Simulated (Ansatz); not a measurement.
Start from Ta in the bcc (W type) structure (space group Im-3m, No. 229; a = 3.306 Å; relaxed with 0.1 eV smearing). Axes: x, y, z lie along the cube axes.

Computed with DFT with r2SCAN, PAW potentials and a 500 eV plane-wave cutoff in Ansatz (an electronic-structure program), no SOC.

Before the change:

The volume per atom is 18.07 Å³.

It is then changed as follows: biaxial strain +0.50 %, plane normal [001], relaxed out of plane (Cartesian); in-plane vectors clamped, the third vector and the atoms free.

Question: What happens to the volume per atom and energy relative to the base?

Answer: The volume per atom goes up by 0.07 Å³ to 18.14 Å³; the energy grows by 0.7 meV/atom.

No phonon test of stability was made. All final runs are without spin polarisation.
